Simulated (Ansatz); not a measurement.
The reference is SiO2 in the rutile structure (space group P4_2/mnm, No. 136; a = 4.236 Å, c = 2.690 Å).

Calculations: PBE, PAW, 420 eV (Ansatz, a quantum-chemistry and plane-wave program; without spin-orbit coupling).

For the base:

* **Hole mass**: 1.9 mₑ along c, 1.1 mₑ across (at Γ)
* **Lattice parameter a**: 4.236 Å

One thing is altered: a negative pressure, −1 GPa.

Estimate the effect on the hole mass.

The hole mass becomes 2.0 mₑ along c, 1.1 mₑ across (at Γ) (base: 1.9 mₑ along c, 1.1 mₑ across (at Γ)).

Predict the new lattice parameter a.

The lattice parameter a grows by 0.007 Å to 4.243 Å.

The levels and masses belong to the bands next to the band gap. Load acts through the strain it causes; cell and atoms are relaxed under it. Masses are band curvatures over ±0.01 Å⁻¹ around the edge. No phonon test of stability was made.
